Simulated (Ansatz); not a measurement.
Gap of wurtzite InP, (10-10) cell, strained to InAs (InP held in this type, which need not be the stable form; held in plane at the lattice of InAs), on one geometry relaxed at PBE.

Values marked by level come from r2SCAN (plane waves to 500 eV, PAW; Ansatz, an electronic-structure program); HSE06 (plane waves to 420 eV, PAW; Ansatz). Geometries and values that name no level are of the first. Scalar-relativistic, without spin–orbit coupling. Its k-point mesh 7×5×5, Fermi–Dirac width 0.01 eV. HSE06 ran on meshes of its own (5×3×3); its edges and gaps are taken over the mesh and over extra points off it, mostly where PBE has its edges.

| level | gap (eV) |
|---|---|
| r2SCAN | ___ |
| HSE06 | 0.65 |

Problem. Some entries are withheld; supply them.

Solution. 
- r2SCAN, gap (eV): 0.36
